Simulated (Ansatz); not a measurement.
System: 1T (CdI2-type) CaI2. Method: r²SCAN+rVV10 (plane waves, PAW; Ansatz, a program for electronic structure).

Run with plane-wave cutoff 500 eV, 12×12×6 k mesh (along the axes of the cell as run), gaussian smearing 0.02 eV, scalar-relativistic PAW data made under PBE.

Computed at the level's own relaxed cell.

### Question
Estimate the volume per atom, lattice constant a and c axis length that the calculation returns.

### Answer

- volume per atom: 40.18 Å³/atom
- lattice constant a: 4.467 Å
- c axis length: 6.974 Å

Spin–orbit coupling is not included.

Computed values are for the static lattice.

Computing time: around 4 core-minutes (rough).
